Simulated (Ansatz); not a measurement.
Effect of pressure −1 GPa on Lu

The parent structure is Lu in the hcp (Mg type) structure (space group P6_3/mmc, No. 194; a = 3.4451 Å, c = 5.3489 Å).

Now apply this change: a negative pressure, −1 GPa.

All numbers come from Ansatz (an electronic-structure program), PBEsol, PAW, cutoff 420 eV, no spin-orbit coupling. Γ-centred 16×16×9 mesh, Fermi–Dirac width 0.05 eV.

- Volume per atom = 28.06 Å³ (base 27.49 Å³)
- Lattice parameter a = 346.8 pm (base 344.5 pm)
- c/a ratio = 1.553 (base 1.553)
- Shortest interatomic distance = 335.6 pm (base 333.3 pm)
- Band gap = zero (base zero)

Final structure:

```yaml
crystal:
  lattice:
    - [3.46839, 0.00000, 0.00000]
    - [-1.73420, 3.00372, 0.00000]
    - [0.00000, 0.00000, 5.38697]
  atoms:
    - { symbol: Lu, position: [0.66667, 0.33333, 0.75000] }
    - { symbol: Lu, position: [0.33333, 0.66667, 0.25000] }
```

Load acts through the strain it causes; cell and atoms are relaxed under it. Whether these cells are dynamically stable was not tested.
